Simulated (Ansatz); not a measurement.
A 16-atom cell of Ga(Sb,N) started in the zinc blende structure, site fractions Sb 0.750, N 0.250, short-range order -0.11 among the nearest mixed sites of the first mixed sublattice (0 is random, a negative value favours unlike neighbours), space group Amm2 at the end, an ordered arrangement that its symmetry holds. The mixed sublattice has 8 sites.

The mixing enthalpy is taken against the end members in the zinc blende type (which need not be the stable form of GaN), relaxed in the same cell and mesh.

Methods: PBE (plane waves to 420 eV, PAW; Ansatz, a quantum-chemistry and plane-wave program); HSE06 (plane waves to 420 eV, PAW; Ansatz). Geometries and values that name no level are of the first. Scalar-relativistic, without spin–orbit coupling; with elements this heavy it can move edges by tenths of an eV. Its k-point mesh 4×4×4, Fermi–Dirac width 0.01 eV. HSE06 ran on meshes of its own (3×3×3); its edges and gaps are taken over the mesh and over extra points off it, mostly where PBE has its edges.

```tsv
cell	energy at zero smearing (eV)
GaSb	-82142.667
GaN	-33343.259
Ga4NSb3	-69937.776
```

Work out the mixing enthalpy per mixed site and the interaction parameter Ω of a regular solution.

With x = 2/8 of the second end member, ΔH = [-69937.776 − 6/8 × (-82142.667) − 2/8 × (-33343.259)] / 8 = 629.9 meV against the separate end members. Ω = ΔH / x(1 − x) = 3359 meV.
